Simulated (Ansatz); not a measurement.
Base system: Pt in the simple cubic structure (space group Pm-3m, No. 221; a = 2.588 Å; a hypothetical phase, not in the database extracts checked; relaxed with 0.1 eV smearing). Axes: x, y, z lie along the cube axes.

Level of theory: Ansatz (an electronic-structure program) PBEsol, scalar-relativistic without spin-orbit coupling.

Base values:

The volume per atom is 17.33 Å³.

Now apply this change: compressive biaxial strain of 1.07 % in the plane normal to [001], as in epitaxy on a mismatched substrate; the out-of-plane cell vector and the atoms relax.

Q: Predict the new energy relative to the base, in-plane stress and volume per atom.

A: The energy grows by 7.3 meV/atom; the mean in-plane stress (compression positive) comes out as +6.5 GPa; the volume per atom drops by 0.318 Å³, from 17.33 Å³ to 17.02 Å³.

Stability against distortions was not tested. The final runs are not spin-polarised.
